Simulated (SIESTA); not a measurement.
Input and output of a self-consistent single point for TaOs₃ (Pm-3m, 4 atoms in the cell) (SIESTA).

Method of the run: SIESTA 5.4.2 with LDA PW92, numerical atomic orbitals DZP, PseudoDojo LDA standard norm-conserving potentials (rewritten from UPF to PSML).

```
CELL_PARAMETERS angstrom
      3.91497     0.00000     0.00000
      0.00000     3.91497     0.00000
      0.00000     0.00000     3.91497
ATOMIC_POSITIONS crystal
  Ta 0.00000 0.00000 0.00000
  Os 0.00000 0.50000 0.50000
  Os 0.50000 0.00000 0.50000
  Os 0.50000 0.50000 0.00000
```

Reference input (self-consistent single point, DFT, GGA PBEsol, numerical atomic orbitals DZP, PseudoDojo PBEsol standard norm-conserving potentials (rewritten from UPF to PSML)): XC.functional = GGA; XC.authors = PBEsol; potentials = PseudoDojo PBEsol standard; PAO.BasisSize = DZP; PAO.EnergyShift = 0.005 Ry; MeshCutoff = 350 Ry; kgrid.MonkhorstPack = 7 7 7; OccupationFunction = FD; ElectronicTemperature = 100 meV; MaxSCFIterations = 150; SCF.Mixer.Method = Broyden; SCF.Mixer.Weight = 0.25. This run's input differs from it in these lines:

```diff
@@ -1,2 +1,2 @@
-# files in the folder: Ta.psml Os.psml (PseudoDojo PBEsol standard)
+# files in the folder: Ta.psml Os.psml (PseudoDojo LDA standard)
 SystemName  TaOs3
@@ -24,4 +24,4 @@
 
-XC.functional                GGA
-XC.authors                   PBEsol
+XC.functional                LDA
+XC.authors                   PW92
 PAO.BasisSize                DZP
```

Output, abridged:

```
        iscf     Eharris(eV)        E_KS(eV)     FreeEng(eV)     dDmax    Ef(eV) dHmax(eV)
   scf:    1   -10011.333537   -10036.952399   -10037.063821  1.085831 -3.646157  4.688948
   scf:    2   -10039.423878   -10038.298812   -10038.416827  0.223034 -4.041926  3.655451
   scf:    3   -10039.364962   -10038.932665   -10039.056488  0.242544 -4.393491  0.614429
   scf:    4   -10038.976392   -10038.963175   -10039.087598  0.049994 -4.496419  0.039919
   scf:    5   -10038.962082   -10038.962777   -10039.087924  0.006288 -4.493810  0.028700
   [... 3 lines left out ...]
   scf:    9   -10038.962969   -10038.962959   -10039.088026  0.000193 -4.498720  0.000353
   scf:   10   -10038.962965   -10038.962962   -10039.088026  0.000059 -4.498774  0.000274
   scf:   11   -10038.962963   -10038.962963   -10039.088026  0.000014 -4.498809  0.000155
   scf:   12   -10038.962963   -10038.962963   -10039.088026  0.000008 -4.498828  0.000104
SCF Convergence by DM+H criterion
max |DM_out - DM_in|         :     0.0000079041
max |H_out - H_in|      (eV) :     0.0001038532
SCF cycle converged after 12 iterations

Using DM_out to compute the final energy and forces

siesta: E_KS(eV) =           -10038.9630

siesta: E_KS - E_eggbox =    -10038.9630

siesta: Atomic forces (eV/Ang):
     1    0.000000   -0.000000    0.000000
     2   -0.000000    0.000000    0.000000
     3    0.000000    0.000000    0.000000
     4    0.000000    0.000000   -0.000000
   Tot    0.000000    0.000000    0.000000
   Max    0.000000
   Res    0.000000    sqrt( Sum f_i^2 / 3N )
   Max    0.000000    constrained

Stress tensor Voigt[x,y,z,yz,xz,xy] (kbar):      114.11      114.11      114.11        0.00        0.00       -0.00
(Free)E + p*V (eV/cell)   -10043.3617
   [... lines left out ...]
siesta: FreeEng =    -10039.088026
   [... lines left out ...]
siesta:     0.071223   -0.000000    0.000000
siesta:    -0.000000    0.071223   -0.000000
siesta:     0.000000    0.000000    0.071222

siesta: Cell volume =         60.004706 Ang**3

siesta: Pressure (static):
siesta:                Solid            Molecule  Units
siesta:          -0.00077571         -0.00077571  Ry/Bohr**3
siesta:          -0.07122243         -0.07122243  eV/Ang**3
siesta:        -114.11090873       -114.11090873  kBar
```

The run converged in 12 iterations. Against the reference run the pressure goes from -5.07 to -11.41 GPa.

The starting cell comes from a database of computed structures (which also holds hypothetical and non-ambient phases and stackings), without a prior relaxation at this level. Spin polarisation is off. Values carry the incompleteness of an atom-centred basis. With a pressure of about -11 GPa the cell is away from its equilibrium volume at this level.

Cost on one core of a shared machine: roughly 60 s.
